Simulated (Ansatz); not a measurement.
## A computed series for ZnS: response to strain

Consider ZnS in the zinc blende structure (space group F-43m, No. 216; a = 5.357 Å). Axes: x, y, z lie along the cube axes.

Strains are applied to the cell and any free atomic positions relax; under biaxial strain the out-of-plane vector relaxes too.

Level of theory: PBEsol (Ansatz, a quantum-chemistry and plane-wave program, PAW, no SOC).

Notes on the quantities. energy relative to the base: free energy F.

```csv
"biaxial strain, plane normal [001], relaxed out of plane (%)",energy relative to the base (meV/atom)
0,0.0
0.5,0.3
1,1.1
1.5,2.5
2,?
2.5,6.7
3,9.5
```

### Question
Fit ΔE = Aε² + Bε³ (ε in %) to the rows shown and predict the withheld row.

### Answer
Least squares on the printed values gives A = 1.16 and B = -0.033 meV/atom (largest residual 0.0 meV/atom); this predicts 4.4 meV/atom, and the run gives 4.3 meV/atom, in agreement.

Stability against distortions was not tested.
